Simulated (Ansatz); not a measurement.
The reference is MgTe in the wurtzite structure (space group P6_3mc, No. 186; a = 4.609 Å, c = 7.500 Å).

Computed with plane-wave PAW DFT at the PBE level (Ansatz, a program for electronic structure, 420 eV), spin-orbit coupling left out.

One change was made to it. Results:

| quantity | base | after |
|---|---|---|
| c/a ratio | 1.627 | 1.627 |
| lattice parameter a | 4.609 Å | 4.525 Å |

Problem. What was done to the base?
A. pressure 2.1 GPa
B. pressure 15 GPa
C. pressure 9 GPa

Solution. A, pressure 2.1 GPa. For comparison, the lattice parameter a in the other runs: pressure 9 GPa gives 4.339 Å; pressure 15 GPa gives 4.256 Å.

Load acts through the strain it causes; cell and atoms are relaxed under it. No phonon test of stability was made. Tetrahedral semiconductors of this kind turn to denser phases somewhere between about 1 and 50 GPa; those were not computed, so compressed cells here can lie past the real transition.
